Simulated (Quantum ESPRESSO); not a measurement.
Worked example: self-consistent single point of HfRu3 (P6_3/mmc, 8 atoms in the cell) in Quantum ESPRESSO.

Computed with LDA (PZ), GBRV 1.5 ultrasoft (LDA) pseudopotentials (plane waves; Quantum ESPRESSO 7.5).

```xyz
8
Lattice="5.6645 0.0000 0.0000 -2.8323 4.9056 0.0000 0.0000 0.0000 4.4593" Properties=species:S:1:pos:R:3 pbc="T T T"
Hf     2.8323     1.6352     1.1148
Hf     0.0000     3.2704     3.3445
Ru     1.3986     0.8075     3.3445
Ru     1.4337     4.0981     1.1148
Ru     0.0000     1.6149     1.1148
Ru     2.8323     3.2907     3.3445
Ru     4.2659     0.8075     3.3445
Ru    -1.4337     4.0981     1.1148
```

Reference input (self-consistent single point, DFT, PBEsol, plane waves, SSSP 1.1.2 efficiency (PBE) pseudopotentials): ecutwfc = 60 Ry; occupations = smearing; smearing = gaussian; degauss = 0.0073499 Ry; input_dft = pbesol; potentials = {Hf: Hf-sp.oncvpsp.upf, Ru: Ru_ONCV_PBE-1.0.oncvpsp.upf}; K_POINTS = automatic 4 4 5 0 0 0; conv_thr = 1e-10 Ry; mixing_beta = 0.7. This run's input differs from it in these lines:

```diff
@@ -12,3 +12,4 @@
    ntyp = 2,
-   ecutwfc = 60,
+   ecutwfc = 40,
+   ecutrho = 320,
    occupations = 'smearing',
@@ -16,3 +17,2 @@
    degauss = 0.0073499,
-   input_dft = 'pbesol',
 /
@@ -23,4 +23,4 @@
 ATOMIC_SPECIES
-Hf   178.4900  Hf-sp.oncvpsp.upf
-Ru   101.0700  Ru_ONCV_PBE-1.0.oncvpsp.upf
+Hf   178.4900  hf_lda_v1.uspp.F.UPF
+Ru   101.0700  ru_lda_v1.2.uspp.F.UPF
 ATOMIC_POSITIONS crystal
```

Log, with long lists cut:

```
     Self-consistent Calculation

     iteration #  1     ecut=    40.00 Ry     beta= 0.70

     negative rho (up, down):  6.494E-01 0.000E+00

     total energy              =   -1470.41059519 Ry
     estimated scf accuracy    <      25.51348324 Ry

     iteration #  2     ecut=    40.00 Ry     beta= 0.70

     negative rho (up, down):  6.411E-01 0.000E+00

     total energy              =   -1477.06497827 Ry
     estimated scf accuracy    <      52.14788756 Ry

     iteration #  3     ecut=    40.00 Ry     beta= 0.70

     negative rho (up, down):  6.402E-01 0.000E+00

     total energy              =   -1483.44177100 Ry
     estimated scf accuracy    <       1.28493760 Ry

   [... 10 blocks of this kind left out ...]

     iteration # 14     ecut=    40.00 Ry     beta= 0.70

     negative rho (up, down):  6.474E-01 0.000E+00

     total energy              =   -1483.86860980 Ry
     estimated scf accuracy    <          5.5E-09 Ry

     iteration # 15     ecut=    40.00 Ry     beta= 0.70

     negative rho (up, down):  6.474E-01 0.000E+00
     End of self-consistent calculation

     the Fermi energy is    20.1119 ev

!    total energy              =   -1483.86860980 Ry
     estimated scf accuracy    <          1.6E-11 Ry
     smearing contrib. (-TS)   =      -0.00370914 Ry
     internal energy E=F+TS    =   -1483.86490066 Ry

     convergence has been achieved in  15 iterations

     negative rho (up, down):  6.474E-01 0.000E+00

     Forces acting on atoms (cartesian axes, Ry/au):

     atom    1 type  1   force =     0.00000000    0.00000000   -0.00000000
     atom    2 type  1   force =     0.00000000   -0.00000000   -0.00000000
     atom    3 type  2   force =    -0.00177888   -0.00102704    0.00000000
     atom    4 type  2   force =     0.00177888    0.00102704    0.00000000
     atom    5 type  2   force =    -0.00000000   -0.00205408    0.00000000
   [... lines left out ...]
     Total force =     0.005031     Total SCF correction =     0.000025
   [... lines left out ...]

     negative rho (up, down):  6.474E-01 0.000E+00
          total   stress  (Ry/bohr**3)                   (kbar)     P=     -153.51
  -0.00098495   0.00000000   0.00000000         -144.89        0.00        0.00
   0.00000000  -0.00098495   0.00000000            0.00     -144.89        0.00
   0.00000000   0.00000000  -0.00116063            0.00        0.00     -170.73

   JOB DONE.
```

The run converged in 15 iterations. Against the reference run the pressure goes from -9.45 to -15.35 GPa and the largest force goes from 0.071 to 0.053 eV/Å.

The starting cell comes from a database of computed structures (which also holds hypothetical and non-ambient phases and stackings), without a prior relaxation at this level. Spin polarisation is off. With a pressure of about -15 GPa the cell is away from its equilibrium volume at this level.

Cost on one core of a shared machine: roughly 3 min.
